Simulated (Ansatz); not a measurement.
The starting structures come from a database of crystals and need not be the phases stable at ambient conditions.

 Where the default PAW files enter, the runs use the earlier of Ansatz's two default sets.

Tunnelling through a barrier is set by its complex band structure: the current falls as exp(−2κd) with the smallest κ.

Input:

```
AlGaP2
1.0
    3.86549     0.00000     0.00000
    0.00000     5.45561     0.00000
    0.00000     0.00000     3.74953
Al Ga P
1 1 2
Direct
  0.50000   0.50000   0.50000
  0.00000   0.00000   0.00000
  0.50000   0.74961   0.00000
  0.00000   0.25039   0.50000
```

Space group of this cell: Pmm2. The cell is strained (lengths along the current scaled by 0.97, ions clamped); by PBEsol its mean pressure is 2.5 GPa.

Transport runs along the normal of the first two printed cell vectors.

The gap is the functional's own. No spin-orbit coupling. Mid-gap values are interpolated on the energy grid.

Q: Estimate the band gap and the smallest decay constant κ at mid-gap that PBEsol (Ansatz, a quantum-chemistry and plane-wave program) returns for this system.

A: Gap 1.28 eV on a 8×6×8 mesh; κ = 0.122 1/Å, at the zone centre.
